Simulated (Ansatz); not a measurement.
The starting structures come from a database of crystals and need not be the phases stable at ambient conditions.

 Where the default PAW files enter, the runs use the earlier of Ansatz's two default sets.

By PBEsol, the system below comes out a metal.

The ballistic (Sharvin) conductance counts the channels at the Fermi level: G/A = (e²/h) × channels of both spins per area.

Data:

```
RhSi
1.0
    2.98301     0.00000     0.00000
    0.00000     2.98301     0.00000
    0.00000     0.00000     2.98301
Si Rh
1 1
Direct
  0.50000   0.50000   0.50000
  0.00000   0.00000   0.00000
```

Space group of this cell: Pm-3m, CsCl type. The cell is taken as given; by PBEsol its mean pressure is -7.9 GPa.

The current flows along the normal of the first two printed cell vectors, the (001) plane of the conventional cell. No spin-orbit coupling; the value is a mean over 0.1 eV about the Fermi level.

Problem. Compute, with PBEsol (Ansatz, a first-principles code), the ballistic conductance per area.

Solution. 1.3 × 10¹⁵ S/m² for both spins.
